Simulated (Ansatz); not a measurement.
## Effect of pressure 4.5 GPa on BAs

Consider BAs in the zinc blende structure (space group F-43m, No. 216; a = 4.768 Å).

The change: cell and atoms relaxed at a pressure of 4.5 GPa.

All numbers come from PBEsol (Ansatz, a quantum-chemistry and plane-wave program, PAW, no SOC). Settings: 12×12×12 k-points, 0.05 eV Fermi–Dirac smearing.

- Density = 5.41 g/cm³ (base 5.25 g/cm³)
- Lattice parameter a = 4.720 Å (base 4.768 Å)
- Shortest interatomic distance = 2.044 Å (base 2.065 Å)
- Enthalpy H = E + PV relative to the base's energy = +0.37 eV/atom
- Band gap = 1.05 eV (base 1.08 eV)
- Electron mass = 1.1 mₑ along k, 0.21 mₑ across (off the special points) (base 1.1 mₑ along k, 0.21 mₑ across (off the special points))
- Hole mass (degenerate bands, along [100]) = 0.22, 0.22, 0.24 mₑ (at Γ) (base 0.23 mₑ (at Γ))

Final structure:

```
BAs
1.0
    0.00000     2.36009     2.36009
    2.36009     0.00000     2.36009
    2.36009     2.36009     0.00000
B As
1 1
Direct
  0.00000   0.00000   0.00000
  0.25000   0.25000   0.25000
```

Load acts through the strain it causes; cell and atoms are relaxed under it. Effective masses come from finite differences of ±0.01 Å⁻¹. Along k means along the line from Γ to the band edge. Stability against distortions was not tested.
